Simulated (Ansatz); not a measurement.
## A series of runs on NbP (Pm-3m, 2 atoms in the cell)

```
CELL_PARAMETERS angstrom
      3.01709     0.00000     0.00000
      0.00000     3.01709     0.00000
      0.00000     0.00000     3.01709
ATOMIC_POSITIONS crystal
  Nb 0.00000 0.00000 0.00000
  P  0.50000 0.50000 0.50000
```

Base run A: LDA (PW92), default PAW files made with PBE run with Ansatz (a first-principles code), self-consistent single point.

Its settings: kpoints.mp_grid.grid = 6 6 6; kpoints.mp_grid.shift = 0.5 0.5 0.5; hamiltonian.xc = lda; hamiltonian.pseudopotentials = {kind: paw} (the program's default PAW files); scf.occupations.method = gaussian; scf.occupations.width = 0.0073 Ry.

The starting cell was generated: these elements placed on a structure prototype, without a prior relaxation; it need not be a known phase or ordering of this composition. Its lattice was rescaled by a random factor within 2.5 % of one. Spin polarisation is off. In the base run, with a pressure of about 11 GPa the cell is away from its equilibrium volume at this level. Ansatz's pressure includes its estimate of the finite-basis (Pulay) stress. Without a gap this mesh is coarse (it stands for a supercell whose shortest vector is 18 Å).

Total energies depend on the potentials, the functional and any Hubbard or dispersion term, so they are compared only between runs that share all of them.

Runs:
- B: magnetization.noncollinear: default → true; magnetization.spin_orbit: default → true [LDA (PW92) with spin-orbit coupling]
- C: hamiltonian.pseudopotentials: {kind: paw} (the program's default PAW files) → {kind: paw_fr}; magnetization.noncollinear: default → true; magnetization.spin_orbit: default → false
- D: hamiltonian.xc: lda → pbe; magnetization.noncollinear: default → true; magnetization.spin_orbit: default → true [PBE with spin-orbit coupling]

Task: What does run D change against A?

Result: The pressure goes from 10.95 to 21.33 GPa.

| run | pressure (GPa) |
|---|---|
| A | 10.95 |
| B | 10.94 |
| C | 10.95 |
| D | 21.33 |

Keys are those of Ansatz 0.2.
